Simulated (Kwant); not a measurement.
Device: wire with an abrupt hard-wall neck in a CdTe two-dimensional gas. Effective mass 0.096 mₑ, grid spacing 12 nm, hard walls, nominal width 300 nm (25 grid rows, so walls 312 nm apart), one parabolic valley, scattering region 900 nm long along x; energies count from the band bottom; Fermi energy swept from 2.1761e-05 to 0.002145 eV. Central neck 170 nm wide and 91 nm long.

The device is made up for the run: typed textbook-type constants, with dimensions and the other settings drawn at random.

Computed with Kwant: effective-mass tight-binding model on a square grid, one spin, coherent transport at 0 K. Conductance is in e²/h.

Sweep values stay those of the base run.

The effective mass was swept, all else fixed.

```csv
effective mass (mₑ),G (e²/h) at E = 1.591 meV,mean G (e²/h) over the sweep,G (e²/h) at E = 0.5449 meV,G (e²/h) at E = 1.068 meV
0.058,2.43,1.83,1.05,1.99
0.077,2.99,2.16,1.33,2.04
0.096,3.17,2.51,1.95,2.93
0.12,3.97,2.86,2.00,2.99
```

From the first row to the last the G at E = 1.591 meV goes from 2.43 to 3.97. From the first row to the last the mean G over the sweep goes from 1.83 to 2.86.
